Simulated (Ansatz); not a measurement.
## A computed series for CdTe: response to strain

Base system: CdTe in the zinc blende structure (space group F-43m, No. 216; a = 6.4887 Å). Axes: x, y, z lie along the cube axes.

Strains are applied to the cell and any free atomic positions relax; under biaxial strain the out-of-plane vector relaxes too.

Level of theory: DFT with PBEsol, PAW potentials and a 420 eV plane-wave cutoff in Ansatz (a first-principles code), spin-orbit coupling left out.

Notes on the quantities. pressure: mean of the normal stresses, compression positive.

| case | volume per atom | pressure |
|---|---|---|
| base | 34.15 Å³ | 0.01 GPa |
| biaxial strain −2.50 %, plane normal [111], relaxed out of plane | 33.16 Å³ | ___ |
| biaxial strain −2.08 %, plane normal [111], relaxed out of plane | ___ | 1.05 GPa |
| biaxial strain −1.67 %, plane normal [111], relaxed out of plane | 33.49 Å³ | 0.84 GPa |
| biaxial strain −1.25 %, plane normal [111], relaxed out of plane | 33.65 Å³ | 0.62 GPa |
| biaxial strain −0.83 %, plane normal [111], relaxed out of plane | 33.82 Å³ | 0.41 GPa |
| biaxial strain −0.42 %, plane normal [111], relaxed out of plane | 33.99 Å³ | 0.21 GPa |
| biaxial strain +0.42 %, plane normal [111], relaxed out of plane | 34.32 Å³ | -0.20 GPa |
| biaxial strain +0.83 %, plane normal [111], relaxed out of plane | 34.49 Å³ | -0.39 GPa |

### Question
Some entries are withheld; estimate them.

### Answer

- biaxial strain −2.50 %, plane normal [111], relaxed out of plane, pressure: 1.26 GPa
- biaxial strain −2.08 %, plane normal [111], relaxed out of plane, volume per atom: 33.32 Å³

Whether these cells are dynamically stable was not tested.
